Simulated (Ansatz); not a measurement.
We consider fcc Yb, described by PBE-D4 in Ansatz (plane waves, PAW).

Run with plane-wave cutoff 520 eV, 18×18×18 k mesh, Fermi–Dirac smearing 0.05 eV, no spin polarisation, scalar-relativistic PAW data made under PBE.

Results at a series of volumes:

```csv
V (Å³/atom),E − E_lowest (meV/atom),P (GPa)
32.052,8.03,1.339
32.734,3.40,0.846
33.416,0.77,0.393
34.098,0.00,-0.024
34.780,0.93,-0.409
35.462,3.44,-0.763
36.144,7.39,-1.089
```

Problem. Fit the third-order Birch–Murnaghan equation and give B0 and B′.

Solution. V0 = 34.057 Å³/atom, B0 = 20.1 GPa, B′ = 3.1 (fit to the energies at full precision).

Measured, for comparison: bulk modulus 16.3 GPa (temperature not stated, no zero-point or thermal correction; as tabulated in doi:10.1007/BF02743909 (ytterbium under pressure), abstract); equilibrium volume per atom 41.24 Å³/atom (293 K, no zero-point or thermal correction; as tabulated in Wikipedia's data pages). Computed (rounded) less measured: bulk modulus +23 %, equilibrium volume per atom -17.4 %.

Spin–orbit coupling is not included.

Static lattice: no zero-point or thermal effects.

The result took about 80 core-seconds (a rough figure).

Ansatz is a quantum-chemistry and plane-wave program.
